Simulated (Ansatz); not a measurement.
Base system: Mo$_{3}$Si in the A15 (Cr3Si type) structure (space group Pm-3n, No. 223; a = 4.885 Å). Axes: x, y, z lie along the cube axes.

Calculations: r2SCAN (Ansatz, a quantum-chemistry and plane-wave program; PAW; 500 eV plane waves; no SOC), earlier PAW set.

For the base:

The volume per atom is 14.57 Å³. The pressure is 0.0 GPa.

Perturbation: tensile biaxial strain of 1.11 % in the plane normal to [001], as in epitaxy on a mismatched substrate; the out-of-plane cell vector and the atoms relax.

Q: Estimate the effect on the energy relative to the base, volume per atom and pressure.

A: The energy rises by 6.1 meV/atom; the volume per atom grows by 0.23 Å³ to 14.80 Å³; the pressure (mean of the normal stresses, compression positive) goes from zero to -3.9 GPa.

Without a gap, meshes like the base's 10×10×10 leave anisotropic stresses uncertain by several tenths of a GPa, and small strain energies with them. No phonon test of stability was made. All final runs are without spin polarisation.
